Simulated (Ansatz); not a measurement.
Ansatz (a program for electronic structure), DFT, PBE, plane waves, its default PAW files: diamond-structure Si with 1 P on Si sites, atoms displaced (Si63P), unrelaxed at the host's lattice constant, 64 atoms. Basis and mesh were picked for this test and aren't claimed converged.

Ansatz 0.2 input:
```yaml
crystal:
  lattice:
    - [10.862, 0.0, 0.0]
    - [0.0, 10.862, 0.0]
    - [0.0, 0.0, 10.862]
  atoms:
    - { symbol: Si, position: [0.001389, 0.996375, 0.000039] }
    - { symbol: Si, position: [0.129303, 0.12369, 0.129899] }
    - { symbol: Si, position: [0.997929, 0.247701, 0.251185] }
    - { symbol: Si, position: [0.125008, 0.375147, 0.37695] }
    - { symbol: Si, position: [0.249867, 0.003965, 0.249356] }
    - { symbol: Si, position: [0.374248, 0.126805, 0.376184] }
    - { symbol: Si, position: [0.246493, 0.251766, 0.998593] }
... (54 lines of coordinates left out) ...
    - { symbol: Si, position: [0.747269, 0.753144, 0.49751] }
    - { symbol: Si, position: [0.874036, 0.876508, 0.626731] }
    - { symbol: P, position: [0.375747, 0.374766, 0.119023] }
kpoints:
  mp_grid: { grid: [2, 2, 2] }
hamiltonian:
  xc: pbe
  pseudopotentials: { kind: paw }
scf:
  occupations: { method: gaussian, width: 0.05 }
output:
  forces: true
```

The program reports k-points after symmetry: 8, bands at the start: 193, electrons: 257, plane waves at Γ: 25173, cutoff (eV): 420, FFT grid: 75×75×75, symmetry operations: 1.

Machine: one whole node, AMD EPYC (Zen 5), 96 cores on 1 socket, no SMT, 12 L3 cache groups.

Each time is the median wall time of two to five repeats, run one at a time on the otherwise empty machine; start-up is included. Processes are pinned to neighbouring cores unless said otherwise. Build: release build for x86-64 with AVX-512, one process with threads. Other compilers and libraries give other times. Scratch files lie in a memory file system.

Started as
```bash
OMP_NUM_THREADS=16 ANSATZ_TIMINGS=1 ansatz run --backend cpu --threads 16 --max-ram 200GiB --events-out run.ndjson --runs-dir run.runs --progress --plain run.yaml
```
(16 threads, scf.algorithm = auto (default)) it takes 4.9 s and 7 SCF iterations.

### Question
How long does it take after this change: scf.algorithm = direct_min?

### Answer
About 27 s (2 runs within 2 %): 5.5× as long. What the program resolved moves too: band solver from band_cg to davidson, residual threshold (eV) from 1e-06 to 1e-07. SCF iterations go from 7 to 6; applications of H to a band go from 23325 to 78258. Change in the result: energy under 0.001 meV/atom, forces (largest component) 0.032 meV/Å.
